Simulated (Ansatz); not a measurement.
System: MoRu (model structure, Fm-3m, No. 225, 2 atoms in the cell). Method: PBEsol in Ansatz (plane waves, PAW).

Numerical settings: plane-wave cutoff 520 eV, 20×20×20 k mesh, Fermi–Dirac smearing 0.05 eV, no spin polarisation, scalar-relativistic PAW data made under PBE.

Cell (relaxed at this level):

```
MoRu
1.0
    0.00000     2.52112     2.52112
    2.52112     0.00000     2.52112
    2.52112     2.52112     0.00000
Ru Mo
1 1
Direct
  0.00000   0.00000   0.00000
  0.50000   0.50000   0.50000
```

Give the computed bulk modulus B0.


- bulk modulus B0 = 237 GPa

Note: the run has no spin polarisation, so it can have missed a magnetic state; the bulk modulus is −V dP/dV from two relaxed cells at ±2 % in volume; the relaxation could raise the start's symmetry but not lower it, so the cell can be a saddle point.

Static lattice: no zero-point or thermal effects.

A model structure was made by putting elements into a prototype or built by hand; it is no filed structure, need not be a known phase, and can be a saddle point held by its symmetry.

Ansatz is a quantum-chemistry and plane-wave program.
